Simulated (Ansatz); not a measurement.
RuAl2 (I4/mmm, No. 139, 3 atoms in the cell; start mp-1009834), treated with LDA in Ansatz (plane waves, PAW).

Input file:

Ansatz 0.2 input:
```yaml
crystal:
  lattice:
    - [-1.5597159844, 1.5597159844, 4.2031714887]
    - [1.5597159844, -1.5597159844, 4.2031714887]
    - [1.5597159844, 1.5597159844, -4.2031714887]
  atoms:
    - { symbol: Al, position: [0.6590646791, 0.6590646791, 0.0] }
    - { symbol: Al, position: [0.3409353209, 0.3409353209, 0.0] }
    - { symbol: Ru, position: [0.0, 0.0, 0.0] }
basis:
  ecutwfc: 520
  ecutrho_ratio: 4
  xc_grid: 2
kpoints:
  mp_grid: { grid: [24, 24, 24] }
hamiltonian:
  xc: lda
  dispersion: none
  pseudopotentials: { kind: paw }
scf:
  occupations: { method: fermi_dirac, width: 0.05 }
output:
  forces: true
  stress: true
  eigenvalues: true
relax:
  f_tol: 0.004
  escape_saddle: false
  max_steps: 80
  cell: { stress_tol: 0.02, fix: [volume] }
```

Excerpt of the program's output:

```
Relaxation: its limit of steps is 80 (relax.max_steps)
Crystal: 3 atoms, lattice volume = 40.900 Å³
Basis set: ecut = 520 eV, 1071 PW (Γ), FFT grids on a1+a3, a2+a3, a3, exchange–correlation on 48×48×72 points (8 copies of the dense FFT grid, shifted against one another)
Bands: 15, of which v1, the nominal top of the filled ones, is band 11 counted from 1 (10 counted from 0)
Symmetry: 16 space group operations
Space group: I4/mmm (ITA 139), of the structure as read, at distance tolerance 3.4e-5 Å
k-points: 1063 of 13824
Functional: x = slater, c = lda
SCF iter   1: F=—  HF=-6786.072503 eV  |F-HF|=—  |Δ(HF+E_count)|=         —  Δρ=7.97e-3  dr2=3.01e-2
SCF iter   2: F=—  HF=-6786.068271 eV  |F-HF|=—  |Δ(HF+E_count)|=   4.23e-3  Δρ=3.89e-3  dr2=7.11e-3
  ...
SCF 1 converged in 6 iterations: F = -6786.066673 eV  dr2 = 5.66e-9
Crystal: 3 atoms, lattice volume = 40.900 Å³
Initial density: handed on by an earlier stage of this run
SCF 2 converged in 6 iterations: F = -6786.066886 eV  dr2 = 1.32e-11
Crystal: 3 atoms, lattice volume = 40.900 Å³
SCF 3 converged in 6 iterations: F = -6786.066925 eV  dr2 = 4.18e-11
Crystal: 3 atoms, lattice volume = 40.900 Å³
SCF iter   6: F=-6786.066925 eV  HF=-6786.066925 eV  |F-HF|=9.09e-13  |Δ(HF+E_count)|=  2.73e-12  Δρ=1.66e-9  dr2=1.71e-15
SCF iter   7: F=-6786.066925 eV  HF=-6786.066925 eV  |F-HF|=0.00e0  |Δ(HF+E_count)|=  2.73e-12  Δρ=5.38e-10  dr2=1.00e-16
SCF 4 converged in 7 iterations: F = -6786.066925 eV  dr2 = 1.00e-16
SCF converged after 7 iterations
Free energy (F): -6786.066925 eV
Internal energy: -6786.064306 eV  (E = F + TS)
E sigma→0 (E₀):  -6786.065615 eV
Fermi energy:    13.940255 eV
--- Forces (eV/Å), atoms counted from 1 ---
  atom   1  Al     0.00000000    -0.00000000     0.00027451
  atom   2  Al     0.00000000    -0.00000000    -0.00027451
  atom   3  Ru     0.00000000     0.00000000     0.00000000
--- Stress (GPa, compression-positive) ---
       -3.540207       0.000000       0.000000
        0.000000      -3.540207       0.000000
       -0.000000      -0.000000      -3.564439
  P = ⅓ Tr σ = -3.5483 GPa (-35.483 kbar)
```

The cell is one volume of an energy–volume scan, off the minimum.

The PAW data were made under PBE.

Note: the run has no spin polarisation, so it can have missed a magnetic state. Note: the relaxation could not lower the start's symmetry, so the cell can be a saddle point above a distorted one.

The result took roughly 2.8 core-minutes.

A start named mp-… is a Materials Project structure, which need not be a measured phase.

Ansatz is a program for electronic structure.
